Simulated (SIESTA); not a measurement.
# A self-consistent single point of Cr2C (P-3m1, 3 atoms in the cell) with SIESTA

Computed with GGA PBEsol, numerical atomic orbitals DZP, PseudoDojo PBEsol standard norm-conserving potentials (rewritten from UPF to PSML) in SIESTA.

This input was run:

```
# files in the folder: Cr.psml C.psml (PseudoDojo PBEsol standard)
SystemName  Cr2C
SystemLabel Cr2C

NumberOfAtoms                3
NumberOfSpecies              2
%block ChemicalSpeciesLabel
  1 24 Cr
  2 6 C
%endblock ChemicalSpeciesLabel
LatticeConstant              1.0 Ang
%block LatticeVectors
     2.833841000    0.000000000    0.000000000
    -1.416921000    2.454178000    0.000000000
     0.000000000    0.000000000    4.258421000
%endblock LatticeVectors
AtomicCoordinatesFormat      ScaledCartesian
%block AtomicCoordinatesAndAtomicSpecies
     1.416921750    0.818058515    1.050595045  1
    -0.000001750    1.636119485    3.207825955  1
     0.000000000    0.000000000    2.129210500  2
%endblock AtomicCoordinatesAndAtomicSpecies

XC.functional                GGA
XC.authors                   PBEsol
PAO.BasisSize                DZP
PAO.EnergyShift              0.01 Ry
MeshCutoff                   400 Ry
%block kgrid.MonkhorstPack
   11   0   0  0.0
    0  11   0  0.0
    0   0   6  0.0
%endblock kgrid.MonkhorstPack
OccupationFunction           FD
ElectronicTemperature        0.1 eV

MaxSCFIterations             150
SCF.Mixer.Method             Pulay
SCF.Mixer.Weight             0.1
SCF.Mixer.History            8
SCF.DM.Tolerance             1.0E-05
Diag.ParallelOverK           true
WriteForces                  true
```

Output, abridged:

```
reinit: Reading from file input.fdf

reinit: System Name: Cr2C
reinit: System Label: Cr2C

coor:   Atomic-coordinates input format  =     Cartesian coordinates
coor:                                          (in units of alat)

siesta: Atomic coordinates (Bohr) and species
siesta:      2.67759   1.54591   1.98534  1        1
siesta:     -0.00000   3.09182   6.06191  1        2
siesta:      0.00000   0.00000   4.02362  2        3

siesta: System type = bulk

initatomlists: Number of atoms, orbitals, and projectors:      3    51    44

siesta: ******************** Simulation parameters ****************************
redata: Spin configuration                          = none
redata: Time-Reversal Symmetry                      = T
redata: Number of Atomic Species                    =        2
redata: Mesh Cutoff                                 =   400.0000 Ry
redata: Net charge of the system                    =     0.0000 |e|
redata: Min. number of SCF Iter                     =        0
redata: Max. number of SCF Iter                     =      150
redata: SCF convergence failure will abort job
redata: SCF mix quantity                            = Hamiltonian
redata: Mix DM or H after convergence               =   F
redata: Recompute H after scf cycle                 =   F
redata: Mix DM in first SCF step                    =   T
redata: No kicks to SCF
redata: DM Mixing Weight for Kicks                  =     0.5000
redata: Require Harris convergence for SCF          =   F
redata: Harris energy tolerance for SCF             =     0.000100 eV
redata: Require DM convergence for SCF              =   T
redata: DM tolerance for SCF                        =     0.000010
redata: Require EDM convergence for SCF             =   F
redata: EDM tolerance for SCF                       =     0.001000 eV
redata: Require H convergence for SCF               =   T
redata: Hamiltonian tolerance for SCF               =     0.001000 eV
redata: Require (free) Energy convergence for SCF   =   F
redata: (free) Energy tolerance for SCF             =     0.000100 eV
redata: Using DFT-D3 dispersion                     =   F
redata: Using Saved Data (generic)                  =   F
redata: Method of Calculation                       = Diagonalization
redata: Electronic Temperature                      =  1160.4518 K
redata: Number of TDED substeps                     =        3
redata: Dynamics option                             = Single-point calculation
redata: Save all siesta data in one NC              =   F
redata: ***********************************************************************

%block SCF.Mixers
  Pulay
%endblock SCF.Mixers

%block SCF.Mixer.Pulay
  # Mixing method
  method pulay
  variant stable

  # Mixing options
  weight 0.1000
  weight.linear 0.1000
  history 8
%endblock SCF.Mixer.Pulay

DM_history_depth set to one: no extrapolation allowed by default for geometry relaxation
Size of DM history Fstack: 1
Total number of electrons:    32.000000
Total ionic charge:    32.000000

* ProcessorY, Blocksize:    1  52

* Orbital distribution balance (max,min):    51    51

k-point displ. along   3 input, could be:     0.00    0.50
 Kpoints in:          396 . Kpoints trimmed:          369

siesta: k-grid: Number of k-points = 369
siesta: k-points from Monkhorst-Pack grid
siesta: k-cutoff (effective) =    12.775 Ang
siesta: k-point supercell and displacements
siesta: k-grid:    11     0     0      0.000
siesta: k-grid:     0    11     0      0.000
siesta: k-grid:     0     0     6      0.000

diag: Algorithm                                     = D&C
diag: Parallel over k                               =   F
diag: Use parallel 2D distribution                  =   F
diag: Parallel block-size                           = 52
diag: Parallel distribution                         =     1 x     1
diag: Used triangular part                          = Lower
diag: Absolute tolerance                            =  0.100E-15
diag: Orthogonalization factor                      =  0.100E-05
diag: Memory factor                                 =  1.0000

superc: Internal auxiliary supercell:     7 x     7 x     5  =     245
superc: Number of atoms, orbitals, and projectors:    735  12495  10780

                        Single-point calculation

superc: Internal auxiliary supercell:     7 x     7 x     5  =     245
superc: Number of atoms, orbitals, and projectors:    735  12495  10780

outcell: Unit cell vectors (Ang):
        2.833841    0.000000    0.000000
       -1.416921    2.454178    0.000000
        0.000000    0.000000    4.258421

outcell: Cell vector modules (Ang)   :    2.833841    2.833841    4.258421
outcell: Cell angles (23,13,12) (deg):     90.0000     90.0000    120.0000
outcell: Cell volume (Ang**3)        :     29.6163
new_DM -- step:     1
Initializing Density Matrix...

Attempting to read DM from file... Failed...
DM filled with atomic data:

InitMesh: MESH = 30 x 30 x 54 = 48600
InitMesh: Mesh cutoff (required, used) =   400.000   412.983 Ry

stepf: Fermi-Dirac step function

        iscf     Eharris(eV)        E_KS(eV)     FreeEng(eV)     dDmax    Ef(eV) dHmax(eV)
   scf:    1    -4872.195972    -4964.449415    -4964.516463  0.428125  0.454755 21.939146
   scf:    2    -5000.661773    -4984.017281    -4984.081606  0.186310 -0.687755 15.266337
   scf:    3    -4999.913448    -4999.452329    -4999.527861  0.310089 -3.316387  4.265919
   scf:    4    -4981.405856    -4994.173619    -4994.244549  0.181027 -2.262151  7.889091
   scf:    5    -5002.969219    -4999.805061    -4999.881465  0.115968 -3.238411  2.188831
   scf:    6    -4999.971041    -4999.889834    -4999.966507  0.016469 -3.292459  1.974114
   [... 4 lines left out ...]
   scf:   11    -5000.259343    -5000.259330    -5000.338396  0.000105 -3.677276  0.007548
   scf:   12    -5000.259347    -5000.259339    -5000.338401  0.000100 -3.676674  0.003042
   scf:   13    -5000.259348    -5000.259344    -5000.338402  0.000121 -3.676104  0.000392
   scf:   14    -5000.259345    -5000.259345    -5000.338402  0.000022 -3.676010  0.000012
   scf:   15    -5000.259345    -5000.259345    -5000.338402  0.000000 -3.676011  0.000007

SCF Convergence by DM+H criterion
max |DM_out - DM_in|         :     0.0000002930
max |H_out - H_in|      (eV) :     0.0000073068
SCF cycle converged after 15 iterations

Using DM_out to compute the final energy and forces

siesta: E_KS(eV) =            -5000.2593

siesta: E_KS - E_eggbox =     -5000.2593

siesta: Atomic forces (eV/Ang):
     1   -0.000278    0.000160    0.226422
     2    0.000278   -0.000160   -0.226422
     3   -0.000000    0.000000   -0.000001
   Tot   -0.000000    0.000000   -0.000000
   Max    0.226422
   Res    0.106737    sqrt( Sum f_i^2 / 3N )
   Max    0.226422    constrained

Stress tensor Voigt[x,y,z,yz,xz,xy] (kbar):      131.07      131.19      119.19       -0.00        0.00        0.11
(Free)E + p*V (eV/cell)    -5002.6887
Target enthalpy (eV/cell)    -5000.3384

siesta: Program's energy decomposition (eV):
siesta: Ebs     =      -993.931173
siesta: Eions   =      6818.828412
siesta: Ena     =       668.846981
siesta: Ekin    =      2188.483618
siesta: Enl     =      -352.464955
siesta: Eso     =         0.000000
siesta: Edftu   =         0.000000
siesta: DEna    =        75.782684
siesta: DUscf   =         5.476460
siesta: DUext   =         0.000000
siesta: Ex      =      -715.172888
siesta: Ec      =       -52.382833
siesta: Exc     =      -767.555720
siesta: Eharris =     -5000.259345
siesta: Etot    =     -5000.259345
siesta: FreeEng =     -5000.338402

siesta: Atomic forces (eV/Ang):
siesta:      1   -0.000278    0.000160    0.226422
siesta:      2    0.000278   -0.000160   -0.226422
siesta:      3   -0.000000    0.000000   -0.000001
siesta: ----------------------------------------
siesta:    Tot   -0.000000    0.000000   -0.000000

siesta: Stress tensor (static) (eV/Ang**3):
siesta:     0.081805    0.000067    0.000001
siesta:     0.000067    0.081882   -0.000001
siesta:     0.000001   -0.000001    0.074393

siesta: Cell volume =         29.616254 Ang**3

siesta: Pressure (static):
siesta:                Solid            Molecule  Units
siesta:          -0.00086434         -0.00080440  Ry/Bohr**3
siesta:          -0.07935997         -0.07385659  eV/Ang**3
siesta:        -127.14869407       -118.33129757  kBar
```

The run converged in 15 iterations.

The starting cell comes from a database of computed structures (which also holds hypothetical and non-ambient phases and stackings), without a prior relaxation at this level. Its lattice was rescaled by a random factor within 2.5 % of one. Spin polarisation is off. Values carry the incompleteness of an atom-centred basis. With a pressure of about -13 GPa the cell is away from its equilibrium volume at this level.

Cost on one core of a shared machine: roughly 90 s.
